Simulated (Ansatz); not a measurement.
## Short convergence ladders for Ta₃Re (I4mm, 4 atoms in the cell)

```
CELL_PARAMETERS angstrom
      0.00000     3.25370     3.25370
      3.25370     0.00000     3.25370
      3.25370     3.25370     0.00000
ATOMIC_POSITIONS crystal
  Ta 0.25000 0.25000 0.25000
  Ta 0.75000 0.75000 0.75000
  Ta 0.50768 0.50768 0.49232
  Re 0.00000 0.00000 0.00000
```

Base method: PBEsol, default PAW files made with PBE (plane waves; Ansatz, a program for electronic structure).

Base settings: basis.ecutwfc = 420 eV; kpoints.mp_grid.grid = 9 9 9; hamiltonian.xc = pbesol; hamiltonian.pseudopotentials = {kind: paw} (the program's default PAW files); scf.occupations.method = fermi_dirac; scf.occupations.width = 0.1 eV.

The count of work is k-points × plane waves × bands × iterations; it is no time. 

**The width of Fermi-Dirac smearing**

In this ladder: kpoints.mp_grid.grid = 15 15 15.

Narrow widths need finer meshes than wide ones, so the last steps can hold mesh noise.

Only quantities that move along the ladder and can be compared are tabulated; pressure and forces are left out, as mesh noise rules them at narrow widths.

```csv
scf.occupations.width,free energy less the last step's (meV/atom),energy extrapolated to zero width less the last step's (meV/atom)
1 eV,-1371.95,75.34
0.5 eV,-315.27,11.09
0.3 eV,-110.09,-0.61
0.2 eV,-47.56,-0.47
0.1 eV,-9.56,0.08
0.05 eV,0.00,0.00
```

Widest scf.occupations.width that holds the energy extrapolated to zero width within 2 meV/atom of the last step, with all finer ones: 0.3 eV; the step before is off by 11 meV/atom.

Widest scf.occupations.width that holds the free energy within 5 meV/atom: not settled: the last two steps still differ by 9.6 meV/atom, over half the tolerance, so the ladder does not show it.

The extrapolation to zero width removes most of the smearing's effect on the energy.

**The width of Methfessel-Paxton smearing**

In this ladder: kpoints.mp_grid.grid = 15 15 15; scf.occupations.method = methfessel_paxton.

Narrow widths need finer meshes than wide ones, so the last steps can hold mesh noise.

Only quantities that move along the ladder and can be compared are tabulated; pressure and forces are left out, as mesh noise rules them at narrow widths.

```tsv
scf.occupations.width	free energy less the last step's (meV/atom)
1 eV	8.62
0.5 eV	1.24
0.3 eV	0.43
0.2 eV	0.24
0.1 eV	0.07
0.05 eV	0.00
```

Widest scf.occupations.width that holds the free energy within 0.5 meV/atom of the last step, with all finer ones: 0.3 eV; the step before is off by 1.2 meV/atom.

**The mesh under tetrahedron occupations**

In this ladder: scf.occupations.method = tetrahedron; scf.occupations.width = default.

Only quantities that move along the ladder and can be compared are tabulated.

| kpoints.mp_grid.grid | free energy less the last step's (meV/atom) | pressure (GPa) | largest difference of a force vector from the last step's (eV/Å) | count of work / last |
|---|---|---|---|---|
| 4 4 4 | -13.59 | -7.36 | 0.052 | 0.021 |
| 5 5 5 | 0.56 | -8.25 | 0.059 | 0.029 |
| 6 6 6 | 1.92 | -8.25 | 0.036 | 0.047 |
| 7 7 7 | -0.10 | -8.37 | 0.000 | 0.062 |
| 9 9 9 | 0.38 | -8.31 | 0.013 | 0.12 |
| 11 11 11 | 0.33 | -8.36 | 0.013 | 0.20 |
| 13 13 13 | 0.23 | -8.33 | 0.008 | 0.31 |
| 16 16 16 | 0.12 | -8.36 | 0.005 | 0.54 |
| 20 20 20 | 0.00 | -8.36 | 0.000 | 1.0 |

Coarsest kpoints.mp_grid.grid that holds the forces within 0.02 eV/Å of the last step, with all finer ones: 7 7 7, at 0.062 of the last step's count of work; the step before is off by 0.036 eV/Å.

Coarsest kpoints.mp_grid.grid that holds the free energy within 5 meV/atom of the last step, with all finer ones: 5 5 5, at 0.029 of the last step's count of work; the step before is off by 14 meV/atom.

Coarsest kpoints.mp_grid.grid that holds the pressure within 0.05 GPa of the last step, with all finer ones: 11 11 11, at 0.20 of the last step's count of work; the step before is off by 0.06 GPa.

On the base run: the starting cell comes from a database of computed structures (which also holds hypothetical and non-ambient phases and stackings), without a prior relaxation at this level. Its lattice was rescaled by up to half a per cent. One atom was moved a little off its site on purpose. Spin polarisation is off. In the base run, with a pressure of about -8 GPa the cell is away from its equilibrium volume at this level. Ansatz's pressure includes its estimate of the finite-basis (Pulay) stress.

Left out of this page: 4 runs of the series outside the window shown, repeating another row's setting, or not comparable.

Keys are those of Ansatz 0.2.
